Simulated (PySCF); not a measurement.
PySCF 2.14.0, unrestricted PBE/def2-svpd, df: silylphosphine cation ([SiH3]P), charge +1, multiplicity 2, 7 atoms. The geometry is a generated start, not checked to be a minimum at this level.

```yaml
task: energy
method: pbe
basis: def2-svpd
two_electron_scheme: density fitting
mol.max_memory: 3000 MB
mf.max_cycle: 100
mf.conv_tol: 1e-09 (default)
mf.grids.level: 3 (default)
basis_functions: 88
grid_points: 87400
```

```xyz
7

Si    -0.8235     0.1197    -0.0563
P      1.3380    -0.0608    -0.5958
H     -1.5475    -0.8496    -0.8759
H     -1.2341     1.4843    -0.3786
H     -1.0885    -0.1476     1.3597
H      1.5532    -1.2450     0.0849
H      1.8023     0.6989     0.4620
```

Charge 1 and multiplicity 2 are set for this test and not shown to be the ground state.

With the defaults (mf.DIIS = CDIIS, mf.diis = true, newton = off, mf.init_guess = minao, mf.diis_space = 8, mf.level_shift = 0) it converges in 14 Fock builds. One run each on 2 threads, 1 BLAS thread, with these changes:
- mf.diis = false
- mf.DIIS = ADIIS
- mf.init_guess = mod_huckel
- mf.init_guess = atom
- mf.level_shift = 1 Hartree
- mf.DIIS = EDIIS
- newton = Hessian by the SCF's own integrals
- mf.diis_space = 12
- mf.level_shift = 0.3 Hartree

Task: Which of these changes keep the SCF from converging, or lead it to another solution?

Result: No convergence: mf.DIIS = EDIIS; mf.diis = false (the run ends without SCF convergence in 100 cycles). The rest reach the solution of the defaults.

```tsv
setting	Fock builds	end
mf.init_guess = atom	13	same solution
the defaults	14	same solution
mf.init_guess = mod_huckel	14	same solution
mf.diis_space = 12	14	same solution
mf.DIIS = ADIIS	17	same solution
mf.level_shift = 0.3 Hartree	26	same solution
newton = Hessian by the SCF's own integrals	46	same solution
mf.level_shift = 1 Hartree	95	same solution
mf.DIIS = EDIIS	101	no convergence
mf.diis = false	101	no convergence
```

Under newton the count holds the products with the orbital Hessian.
